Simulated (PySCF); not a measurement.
PySCF 2.14.0, PBE0/def2-svpd, df: W(NMe)(S)(F)2 (C[N]=[W]([F])([F])=[S]), 9 atoms. The geometry is a generated start, not checked to be a minimum at this level.

- task: energy
- method: pbe0
- basis: def2-svpd
- two-electron scheme: density fitting
- mol.max_memory: 3000 MB
- mf.max_cycle: 100
- mf.init_guess: minao (default)
- mf.DIIS: CDIIS (default)
- mf.diis_space: 8 (default)
- mf.conv_tol: 1e-09 (default)
- mf.grids.level: 3 (default)
- effective core potentials: those of the basis set, past Kr
- basis functions: 172
- grid points: 129160

```xyz
9

W     -0.7886     0.7155     1.0593
N      0.0782    -0.0529    -0.2906
C      0.8437    -0.7535    -1.2665
H      0.6557    -0.3596    -2.2716
H      1.9125    -0.6532    -1.0467
H      0.5854    -1.8175    -1.2528
S     -0.1363    -0.1724     2.9446
F     -2.6465     0.5323     0.9556
F     -0.5042     2.5614     1.1687
```

Charge 0 and multiplicity 1 are set for this test and not shown to be the ground state.

One run each on 2 threads, 1 BLAS thread. Values of level_shift (Hartree) tried: 0 (default), 0.1, 0.3, 1.

**Question.** Predict the course of the Fock builds along this series.

**Answer.** Fewest Fock builds, within one of each other: 0 (default) with 14, 0.1 with 15. The count rises to 49 at 1. All converge to one solution.

```csv
level_shift (Hartree),Fock builds,end
0 (default),14,same solution
0.1,15,same solution
0.3,20,same solution
1,49,same solution
```
